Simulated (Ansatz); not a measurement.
WMo (model structure, Cmcm, No. 63, 4 atoms in the cell) was calculated with LDA in Ansatz (PAW).

Numerical settings: plane-wave cutoff 520 eV, 18×18×14 k mesh (along the axes of the cell as run), Fermi–Dirac smearing 0.05 eV, no spin polarisation, scalar-relativistic PAW data made under PBE.

Cell (relaxed at this level):

MoW is modelled in the orthorhombic space group Cmcm (No. 63), Pearson symbol oS8. Cell: a = 2.557 Å, b = 10.538 Å, c = 4.605 Å, α = 90.00°, β = 90.00°, γ = 90.00°. W on 4c is coordinated by 2 W at 2.557 Å and 4 W at 3.030 Å and 1 Mo at 2.665 Å and 6 Mo at 2.881–2.901 Å. Mo on 4c is surrounded by 2 Mo at 2.557 Å and 2 Mo at 2.714 Å and 1 W at 2.665 Å and 6 W at 2.881–2.901 Å. (Neighbours: up to the widest gap in distance over summed covalent radii, below 1.35, at either atom.)
(The calculation used a cell of 4 atoms; values per cell refer to that cell.)

### Question
Estimate the bulk modulus that the calculation returns.

### Answer

- bulk modulus: 288 GPa

Note: the run has no spin polarisation, so it can have missed a magnetic state; the bulk modulus is −V dP/dV from two relaxed cells at ±2 % in volume; the relaxation could raise the start's symmetry but not lower it, so the cell can be a saddle point.

Spin–orbit coupling is not included.

Computed values are for the static lattice.

Cost on a shared machine: around 20 core-minutes (rough).

A model structure was made by putting elements into a prototype or built by hand; it is no filed structure, need not be a known phase, and can be a saddle point held by its symmetry.

Ansatz is an electronic-structure program.
